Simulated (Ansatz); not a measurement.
The parent structure is BN in the zinc blende structure (space group F-43m, No. 216; a = 3.625 Å).

The values are results of Ansatz (a program for electronic structure) PBE, spin-orbit coupling left out, not measurements.

Before the change:

- Hole mass: 0.50, 0.53, 0.53 mₑ (at Γ)
- Band gap: 4.46 eV

One thing is altered: an isotropic linear strain of −3.00 %, atoms relaxed at fixed cell.

Q: What does the calculation give for the hole mass, band gap and energy relative to the base after the change?

A: The hole mass (degenerate bands, along [100]) goes from 0.50, 0.53, 0.53 mₑ (at Γ) to 0.50, 0.50, 0.54 mₑ (at Γ); the band gap grows by 0.09 eV (4.46 eV → 4.55 eV); the energy rises by 61 meV/atom.

Masses are band curvatures over ±0.01 Å⁻¹ around the edge. Whether these cells are dynamically stable was not tested.
